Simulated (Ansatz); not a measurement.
Start from CdSe in the zinc blende structure (space group F-43m, No. 216; a = 6.133 Å).

Calculations: r2SCAN/PAW in Ansatz (a first-principles code), no SOC.

One change was made to it. Results:

```csv
quantity,base,after
band gap,1.04 eV,zero
shortest interatomic distance,2.656 Å,2.930 Å
```

Q: Name the change that was made.
A. Se → Br
B. Se → Os
C. Se → Ru

A: A, Se → Br. For comparison, the shortest interatomic distance in the other runs: Se → Ru gives 2.565 Å; Se → Os gives 2.578 Å.

With Os present, leaving out spin-orbit coupling can change the band edges. No phonon test of stability was made. As relaxed here, CdBr, CdRu and CdOs are hypothetical phases, not in the database extracts checked. All final runs are without spin polarisation. An odd electron count without spin: CdBr. CdRu and CdOs have a high density of states at the Fermi level and may be magnetic at this level.
